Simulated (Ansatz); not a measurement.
Band-edge transport in semiconductors and insulators: PbSe (Fm-3m) under several functionals (Ansatz, a quantum-chemistry and plane-wave program, without spin-orbit coupling). The PBE cell:

Space group Fm-3m (No. 225); a = b = c = 6.2178 Å, α = β = γ = 90.00°

```json
[
 {"atom": "Pb", "site": "4a", "symmetry": "m-3m", "x": "0.0000", "y": "0.0000", "z": "0.0000"},
 {"atom": "Se", "site": "4b", "symmetry": "m-3m", "x": "0.5000", "y": "0.5000", "z": "0.5000"}
]
```
(The calculation used a cell of 2 atoms; values per cell refer to that cell.)

```tsv
Functional	cell relaxed with	volume (Å³/atom)	band gap	electron conductivity mass	hole conductivity mass	Seebeck coefficient, n-type 1e19 cm⁻³
PBE	PBE	30.05	0.44 eV	0.158 mₑ	0.164 mₑ	-182 μV/K
r2SCAN	PBEsol	28.39	0.55 eV	0.167 mₑ	0.141 mₑ	-189 μV/K
HSE06	PBEsol	28.39	[?]	[?]	[?]	[?]
```

### Question
Given the cheaper levels, estimate the HSE06 row.

### Answer

- HSE06, band gap: 0.66 eV
- HSE06, electron conductivity mass: 0.159 mₑ
- HSE06, hole conductivity mass: 0.135 mₑ
- HSE06, Seebeck coefficient, n-type 1e19 cm⁻³: -184 μV/K

For the band gap, PBE gives 0.44 eV and HSE06 0.66 eV: PBE lies 33 % below.

The PBE and HSE06 rows stand on cells whose volumes differ by 5.8 %, so the difference holds the effect of the cell as well as that of the functional.

Masses are for dilute carriers at 300 K, harmonic means over directions unless an axis is named. Seebeck coefficients are for the stated density at 300 K, with one relaxation time for all states and whether or not that doping can be reached. Spin-orbit coupling is left out; without it the gap and masses of crystals with these elements can be far off.
